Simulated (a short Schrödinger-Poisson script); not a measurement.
Stack: symmetric double-gate stack, SiO2 on p-type Si(100), at 77 K.

```csv
layer,material,thickness (nm),Na (cm⁻³)
1,SiO2,3.2,-
2,Si,6,7e17
3,SiO2,3.2,-
```

Constants are typed, rounded textbook-type inputs, not results; the design itself was drawn at random and stands for no fabricated device. SiO2: permittivity 3.9, conduction-band edge (eV) 3.15, gap (eV) 9, electron mass (mₑ) 0.5. Si: permittivity 11.7, conduction-band edge (eV) 0, gap (eV) 1.124, Nv at 300 K (cm⁻³) 3.1e19.

Channel valleys (confinement mass, in-plane density-of-states mass, number): Δ2 0.916, 0.19, 2; Δ4 0.19, 0.417, 4. At the gates, both at one voltage, the conduction-band edge of layer 1 lies 3.36 eV − eVg above the Fermi level of the channel. Gaps are held at their typed values at every temperature. Mesh 0.03 nm at interfaces.

Solved with a short Schrödinger-Poisson script written for these runs: 1D Poisson equation in equilibrium, electrons classical, Fermi-Dirac, parabolic valleys, classical holes, full ionisation, no traps, pinning or gate leakage.

The same stack at other levels of the model or other numerical settings:

```
run                                        sheet density of all electrons at Vg = 2.4 V (cm⁻²)  sheet density of all electrons at Vg = 0.6 V (cm⁻²)  capacitance of both gates at Vg = 2.4 V (μF/cm²)  rough cost against the base
-----------------------------------------  ---------------------------------------------------  ---------------------------------------------------  ------------------------------------------------  ---------------------------
base                                                                                   2.72e13                                              4.40e12                                              2.04                      about 1
electrons treated as classical, Boltzmann                                              2.84e13                                              4.56e12                                              2.14                          0.4
electrons treated as quantum, Hartree                                                  2.53e13                                              3.79e12                                              1.96                           20
mesh six times as coarse                                                               2.69e13                                              4.37e12                                              2.03                          0.5
```

The classical rows ignore confinement, and Boltzmann statistics overrate the density once the band edge passes the Fermi level.
